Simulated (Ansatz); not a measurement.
Ta: response to strain

Take Ta in the bcc (W type) structure (space group Im-3m, No. 229; relaxed with 0.1 eV smearing) as the base.

```
CELL_PARAMETERS angstrom
     -1.64115     1.64115     1.64115
      1.64115    -1.64115     1.64115
      1.64115     1.64115    -1.64115
ATOMIC_POSITIONS crystal
  Ta 0.00000 0.00000 0.00000
```

Cartesian axes are those of the cell as printed.

Strains are applied to the cell and any free atomic positions relax.

Level of theory: PBEsol (Ansatz, an electronic-structure program; PAW; 420 eV plane waves; spin-orbit coupling left out).

Notes on the quantities. energy relative to the base: free energy F.

| uniaxial strain ε_zz (%) | energy relative to the base (meV/atom) |
|---|---|
| -3 | 14.9 |
| -2.5 | 10.3 |
| -2 | ? |
| -1.5 | 3.6 |
| -1 | 1.6 |
| -0.5 | 0.4 |
| 0 | 0.0 |

Task: Fit ΔE = Aε² + Bε³ (ε in %) to the rows shown and predict the withheld row.

Result: Least squares on the printed values gives A = 1.57 and B = -0.029 meV/atom (largest residual 0.0 meV/atom); this predicts 6.5 meV/atom, and the run gives 6.5 meV/atom, in agreement.

No phonon test of stability was made. The final runs are not spin-polarised.
